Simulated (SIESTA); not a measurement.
Worked example: self-consistent single point of CaMg5 (P-62m, 6 atoms in the cell) in SIESTA.

Computed with GGA PBEsol, numerical atomic orbitals DZP, PseudoDojo PBEsol standard norm-conserving potentials (rewritten from UPF to PSML) in SIESTA.

```yaml
crystal:
  lattice:
    - [5.84423, 0.00000, 0.00000]
    - [-2.92211, 5.06125, 0.00000]
    - [0.00000, 0.00000, 5.17090]
  atoms:
    - { symbol: Ca, position: [0.00000, 0.00000, 0.50000] }
    - { symbol: Mg, position: [0.00000, 0.60751, 0.00000] }
    - { symbol: Mg, position: [0.60751, 0.00000, 0.00000] }
    - { symbol: Mg, position: [0.39249, 0.39249, 0.00000] }
    - { symbol: Mg, position: [0.66667, 0.33333, 0.50000] }
    - { symbol: Mg, position: [0.33333, 0.66667, 0.50000] }
```

Reference input (self-consistent single point, DFT, GGA PBEsol, numerical atomic orbitals DZP, PseudoDojo PBEsol standard norm-conserving potentials (rewritten from UPF to PSML)): XC.functional = GGA; XC.authors = PBEsol; potentials = PseudoDojo PBEsol standard; PAO.BasisSize = DZP; PAO.EnergyShift = 0.005 Ry; MeshCutoff = 400 Ry; kgrid.MonkhorstPack = 5 5 5; OccupationFunction = MP; OccupationMPOrder = 1; ElectronicTemperature = 50 meV; MaxSCFIterations = 150; SCF.Mixer.Method = Pulay. This run's input differs from it in these lines:

```diff
@@ -32,5 +32,5 @@
 %block kgrid.MonkhorstPack
-    5   0   0  0.0
-    0   5   0  0.0
-    0   0   5  0.0
+    6   0   0  0.0
+    0   6   0  0.0
+    0   0   6  0.0
 %endblock kgrid.MonkhorstPack
@@ -38,3 +38,3 @@
 OccupationMPOrder            1
-ElectronicTemperature        50.0 meV
+ElectronicTemperature        300.0 meV
```

Output (repeated stretches shortened):

```
        iscf     Eharris(eV)        E_KS(eV)     FreeEng(eV)     dDmax    Ef(eV) dHmax(eV)
   scf:    1    -9096.613993    -9115.820217    -9115.806774  1.581938 -3.397496  2.975956
   scf:    2    -9115.888286    -9115.854509    -9115.841163  0.025352 -3.407433  2.619585
   scf:    3    -9116.040055    -9115.960286    -9115.948587  0.163663 -3.478915  0.127949
   scf:    4    -9115.966587    -9115.964422    -9115.951960  0.018554 -3.479672  0.113544
   scf:    5    -9115.964378    -9115.964401    -9115.951926  0.000337 -3.479798  0.121749
   scf:    6    -9115.964694    -9115.964591    -9115.952148  0.006469 -3.479073  0.010083
   scf:    7    -9115.964572    -9115.964582    -9115.952152  0.000473 -3.479187  0.002016
   scf:    8    -9115.964583    -9115.964583    -9115.952152  0.000017 -3.479188  0.001685
   scf:    9    -9115.964587    -9115.964585    -9115.952152  0.000217 -3.479237  0.001100
mix: Pulay -- inversion failed, > SVD [rank/size] 5 / 7
   scf:   10    -9115.964584    -9115.964585    -9115.952152  0.000054 -3.479233  0.000026
SCF Convergence by DM+H criterion
max |DM_out - DM_in|         :     0.0000541816
max |H_out - H_in|      (eV) :     0.0000256440
SCF cycle converged after 10 iterations

Using DM_out to compute the final energy and forces

siesta: E_KS(eV) =            -9115.9646

siesta: E_KS - E_eggbox =     -9115.9646

siesta: Atomic forces (eV/Ang):
     1    0.000003    0.000005   -0.000000
     2   -0.063589    0.110082    0.000000
     3    0.127129   -0.000029   -0.000000
     4   -0.063550   -0.110072   -0.000000
     5   -0.000044    0.000035    0.000000
     6    0.000052   -0.000021   -0.000000
   Tot    0.000002    0.000001    0.000000
   Max    0.127129
   Res    0.051896    sqrt( Sum f_i^2 / 3N )
   Max    0.127129    constrained

   [... lines left out ...]
siesta: FreeEng =     -9115.952152
siesta: Cell volume =        152.950676 Ang**3
siesta:          35.27431574         33.14074395  kBar
   [... lines left out ...]
   3 10.083   1.996   1.427  -0.390   2.015   2.013   2.012   0.291   0.350
   [... 7 lines left out ...]

mulliken: Qtot =       60.000

Mulliken Atomic Populations:
Atom #   charge [q] valence [e]  Species
     1     0.881177    9.118823  Ca
     2    -0.083003   10.083003  Mg
     3    -0.083003   10.083003  Mg
     4    -0.083015   10.083015  Mg
     5    -0.316078   10.316078  Mg
     6    -0.316078   10.316078  Mg
 Total     0.000000
```

The run converged in 10 iterations. Against the reference run the free energy drops by 9.4 meV/atom, the pressure stays near 3.53 GPa while the zz stress (positive for compression) goes from 3.88 to 3.50 GPa and the largest force goes from 0.146 to 0.127 eV/Å.

The starting cell comes from a database of computed structures (which also holds hypothetical and non-ambient phases and stackings), without a prior relaxation at this level. Values carry the incompleteness of an atom-centred basis. With a pressure of about 4 GPa the cell is away from its equilibrium volume at this level.

Cost on one core of a shared machine: roughly 40 s.
